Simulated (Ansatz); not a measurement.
Reference: BN (F-43m), HSE06, rigid bands (plane waves, PAW, scalar-relativistic; Ansatz, an electronic-structure program); axes and stresses refer to this cell.

```yaml
crystal:
  lattice:
    - [0.00000, 1.80284, 1.80284]
    - [1.80284, 0.00000, 1.80284]
    - [1.80284, 1.80284, 0.00000]
  atoms:
    - { symbol: B, position: [0.00000, 0.00000, 0.00000] }
    - { symbol: N, position: [0.25000, 0.25000, 0.25000] }
```

hole conductivity mass: 0.65 mₑ
Seebeck coefficient, p-type 1e19 cm⁻³: 391 μV/K
electron conductivity mass: 0.37 mₑ

Problem. Change: uniaxial stress along [001] of -27 GPa (compression positive). What happens to hole conductivity mass, Seebeck coefficient, p-type 1e19 cm⁻³, electron conductivity mass?

Solution. hole conductivity mass decreases to 0.53 mₑ; Seebeck coefficient, p-type 1e19 cm⁻³ shrinks to 335 μV/K; electron conductivity mass moves little, to 0.37 mₑ.

Masses are for dilute carriers at 300 K, harmonic means over directions unless an axis is named. Seebeck coefficients are for the stated density at 300 K, with one relaxation time for all states and whether or not that doping can be reached. Spin-orbit coupling is left out unless a row names it. Stresses and pressures are the targets of the relaxation.  The structure type is held under load, also where the real crystal would transform.
